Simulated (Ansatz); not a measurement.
Input and output of a relaxation of cell and atoms for CsCaH₃ (Pm-3m, 5 atoms in the cell) (Ansatz, a program for electronic structure).

Method: LDA (PW92), default PAW files made with PBE (plane waves; Ansatz).

The change in words: atoms on their sites; basis.ecutwfc: 420 eV → 295 eV; relax: default → cell and atoms. Reference geometry:
```
CsCaH3
1.0
    4.59808     0.00000     0.00000
    0.00000     4.59808     0.00000
    0.00000     0.00000     4.59808
Cs Ca H
1 1 3
Cartesian
  0.00000   0.00000   0.05000
  2.29904   2.29904   2.29904
  2.29904   0.00000   2.29904
  0.00000   2.29904   2.29904
  2.29904   2.29904   0.00000
```

Reference input (self-consistent single point, DFT, LDA (PW92), plane waves, default PAW files made with PBE): basis.ecutwfc = 420 eV; kpoints.mp_grid.grid = 6 6 6; hamiltonian.xc = lda; hamiltonian.pseudopotentials = {kind: paw} (the program's default PAW files); scf.occupations.method = fixed. This run's input differs from it in these lines:

Ansatz 0.2 input:
```diff
@@ -6,3 +6,3 @@
   atoms:
-    - { symbol: Cs, position: [0.000000, 0.000000, 0.010874] }
+    - { symbol: Cs, position: [0.000000, 0.000000, 0.000000] }
     - { symbol: Ca, position: [0.500000, 0.500000, 0.500000] }
@@ -12,3 +12,3 @@
 basis:
-  ecutwfc: 420.0 eV
+  ecutwfc: 295.0 eV
 kpoints:
@@ -20,2 +20,4 @@
   occupations: { method: fixed }
+relax:
+  cell: {}
 output:
```

Output (repeated stretches shortened):

```
   [... SCF lines of the steps left out ...]
relax step   1: F+E_penalty+E_count = -7326.46571135 eV  Δ(F+E_penalty+E_count) = +0.000e0 eV  max|allowed force component| = 3.141e-29 eV/Å  Δτ_max = 0.0000 Å  P = -2.038 GPa  Ω = 97.214 Å³  (6 SCF iters, dr2 threshold 1.00e-7 eV, accepted)
relax step   2: F+E_penalty+E_count = -7326.55700642 eV  Δ(F+E_penalty+E_count) = -9.130e-2 eV  max|allowed force component| = 8.518e-30 eV/Å  Δτ_max = 0.0000 Å  P = +0.201 GPa  Ω = 89.828 Å³  energy of the carried Pulay correction = +4.641e-2 eV  [...]
   [... lines left out ...]
relax step   5: F+E_penalty+E_count = -7326.52601950 eV  Δ(F+E_penalty+E_count) = -7.383e-3 eV  max|allowed force component| = 8.857e-30 eV/Å  Δτ_max = 0.0000 Å  P = -0.008 GPa  Ω = 89.470 Å³  energy of the carried Pulay correction = +6.325e-3 eV  [...]
relax step   6: F+E_penalty+E_count = -7326.51880645 eV  Δ(F+E_penalty+E_count) = +7.213e-3 eV  max|allowed force component| = 3.952e-30 eV/Å  Δτ_max = 0.0000 Å  P = -0.041 GPa  Ω = 89.470 Å³  stress off target by 4.06e-2 GPa  SCF on the basis [...]
basis re-selected at this cell: Δ(F+E_penalty+E_count) = +7.213e-3 eV, ΔP = -0.033 GPa vs the last step
the relaxation is at rest under the 48 symmetry operations that the run kept from its start: a minimum is not shown …
Stability not checked: this state was not tested for a lower state beside it, because too few of the mixer's solves of this state at the end of the SCF gave a …
Free energy (F): -7326.518806 eV
Internal energy: -7326.518806 eV  (E = F + TS)
   [... lines left out ...]
Fermi energy:    3.668511 eV
  cell:  # Å, volume = 89.4703 Å³
   [... lines left out ...]
    - [1.0271626370065257e-33, 1.4444474582904269e-34, 4.472595694133817]
  atoms:
    - { symbol: Cs, position: [-8.412002270884188e-35, 1.6841456828617844e-35, -3.490457373846506e-36] }
    - { symbol: Ca, position: [0.5, 0.5, 0.5] }
    - { symbol: H, position: [0.5, 7.242699050611778e-36, 0.5] }
    - { symbol: H, position: [2.059369850558662e-35, 0.5, 0.5] }
    - { symbol: H, position: [0.5, 0.5, 3.490457373840165e-36] }
```

The run converged. 

Summary of the result:
| Property | Result |
|---|---|
| Free energy E − TS (on the zero of these files) | -7326.5188 eV |
| Top of the valence band (on the code's own zero) | 3.67 eV |
| Gap on the k-point mesh | 2.67 eV |
| Pressure | -0.04 GPa |
| Final cell | a = 4.4726 Å, b = 4.4726 Å, c = 4.4726 Å, α = 90.00°, β = 90.00°, γ = 90.00° |
| Final volume per atom | 17.89 Å³ |
| Relaxation steps | 6 |

The starting cell comes from a database of computed structures (which also holds hypothetical and non-ambient phases and stackings), without a prior relaxation at this level. Its lattice was rescaled by up to half a per cent. The relaxation keeps the symmetry of its start, so its end need not be a minimum. Ansatz's pressure includes its estimate of the finite-basis (Pulay) stress. Without the estimate this run gives -1.11 GPa. The cutoff lies below the one recommended for these files.
